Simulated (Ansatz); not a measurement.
Rh: tensor shear ε_xy = +1.14 %

Consider Rh in the fcc (Cu type) structure (space group Fm-3m, No. 225; a = 3.802 Å; relaxed with 0.1 eV smearing). Axes: x, y, z lie along the cube axes.

It is then changed as follows: a pure shear with ε_xy = ε_yx = 0.0114; the atoms relax in the strained cell.

Level of theory: plane-wave PAW DFT at the r2SCAN level (Ansatz, an electronic-structure program, 500 eV), no SOC. Settings: 30×30×30 k-points, 0.1 eV Fermi–Dirac smearing.

- Energy relative to the base (free energy F): +4.3 meV/atom
- Band gap: zero (base zero)
- Stress (xx, yy, zz, yz, xz, xy; compression positive): (0.3, 0.3, 0.0, 0.0, 0.0, -4.4) GPa

Final structure:

```
Rh
1.0
    0.02167     1.90077     1.90077
    1.90077     0.02167     1.90077
    1.92244     1.92244     0.00000
Rh
1
Direct
  0.00000   0.00000   0.00000
```

Stability against distortions was not tested. The final runs are not spin-polarised.
